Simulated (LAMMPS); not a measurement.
Pressure dependence of Ta (bcc) at 1970 K, from the crystal.

Model: MD with a machine-learned potential, pair style pod, file Ta_param.pod; code LAMMPS.

```tsv
P (GPa)	state	volume	coordination number
0	crystal; no diffusion seen in 21 ps	18.8879 ± 0.0008 Å³/atom	14.0 (counted to 4.02 Å)
2	crystal; no diffusion seen in 21 ps	18.663 ± 0.003 Å³/atom	14.0 (counted to 4.02 Å)
5	crystal; no diffusion seen in 21 ps	18.352 ± 0.003 Å³/atom	14.0 (counted to 4.02 Å)
```

Caution (rows 2; 5): a run this short can hold a crystal over, or a liquid under, the potential's own melting point, which these runs don't give.

Estimate the isothermal bulk modulus at zero pressure. A parabola P(ln V) through the three points gives −dP/d ln V = 160 GPa at zero pressure.

States go by the mean squared displacement: a species diffuses where it passes 1.5 Å², still rises and gives D over 1e-6 cm²/s; a crystal has left its structure where atoms lie 0.35 Å off their sites on average or a cubic box changes its shape by 3 %, or the axial ratios of another lie 8 % off the starting cell's, which the potential's own relaxation can also do.

Errors shown are sampling errors alone.
